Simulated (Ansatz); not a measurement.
PtCl₂ in the anatase structure (space group I4_1/amd, No. 141; a hypothetical phase, not in the database extracts checked)

Space group I4₁/amd, origin choice 1 (No. 141); a = 5.203 Å, b = 5.203 Å, c = 10.124 Å, α = 90.00°, β = 90.00°, γ = 90.00°

```
atom  site  symmetry       x       y       z
----  ----  --------  ------  ------  ------
Pt      4b      -4m2  0.0000  0.0000  0.5000
Cl      8e      2mm.  0.0000  0.0000  0.2683
```
(The calculation used a cell of 6 atoms; values per cell refer to that cell.)

Method: Ansatz (an electronic-structure program), PBE, PAW, cutoff 420 eV, no SOC. Γ-centred 13×13×13 mesh, Fermi–Dirac width 0.05 eV.

Volume per atom: 22.84 Å³
Density: 6.45 g/cm³
Band gap: zero
Total energy: -4894.193 eV/atom (σ→0; compares only within this code and set-up)

Whether these cells are dynamically stable was not tested. No Hubbard U is applied, and correlation can decide whether such a compound is a metal. The final runs are not spin-polarised.
